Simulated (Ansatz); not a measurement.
**Computed paths: N vacancy in beta Ge3N4, charge state -1**

Defect: N vacancy in beta Ge3N4, charge state -1. Level of theory: PBE, PAW (plane waves to 420 eV; Ansatz, a first-principles code).

Settings: 84 host sites, the relaxed PBE lattice, one k-point at (0.250, 0.250, 0.250), smearing 0.01 eV, spin-restricted, no image-charge correction. Static, classical nuclei. The charge state is imposed; whether it is stable for some Fermi level was not computed. Forms of the defect that were not tried may lie lower. The order of the sites in energy changes with the mesh.

Barriers: single points on a 2×2×2 k-point mesh shifted by half a step along c at the bands' geometries.

```
Route                                                                                 Start site over the lowest site run (eV)  Hop (Å)  Forward barrier (eV)  Backward barrier (eV)     Neighbours at the start  Neighbours at the saddle  Saddle order  Forward, on the band's own sampling (eV)
------------------------------------------------------------------------------------  ----------------------------------------  -------  --------------------  ---------------------  --------------------------  ------------------------  ------------  ----------------------------------------
one N atom jumps into the vacancy from a nearby N site (strongly reconstructed ends)                                      0.25     2.87                  2.43                   2.51  2 Ge at 1.85, Ge at 2.02 Å  Ge at 1.78, Ge at 1.82 Å   not checked                                      2.43
```

Paths come from CI-NEB runs.   A further band (one N atom jumps into the vacancy from a nearby N site, 2.83 Å) gave 2.27 eV forward on its own sampling, 2.27 eV above the lowest site run, but a shoulder points to a second hump between its images, so it is not taken as a result. A further band (one N atom jumps into the vacancy from a nearby N site, 3.18 Å) gave 2.30 eV forward on its own sampling, 2.51 eV above the lowest site run, but a shoulder points to a second hump between its images, so it is not taken as a result. A further band (one N atom jumps into the vacancy from a nearby N site, 3.26 Å) gave 2.37 eV forward on its own sampling, 2.59 eV above the lowest site run, but a shoulder points to a second hump between its images, so it is not taken as a result. A further band (one N atom jumps into the vacancy from a nearby N site, 2.64 Å) gave 2.27 eV forward on its own sampling, 2.27 eV above the lowest site run, but a shoulder points to a second hump between its images, so it is not taken as a result. A further band (one N atom jumps into the vacancy from a nearby N site, 2.63 Å) gave 2.20 eV forward on its own sampling, 2.32 eV above the lowest site run, but a shoulder points to a second hump between its images, so it is not taken as a result.

The whole set of runs took around 17 core-hours (rough).
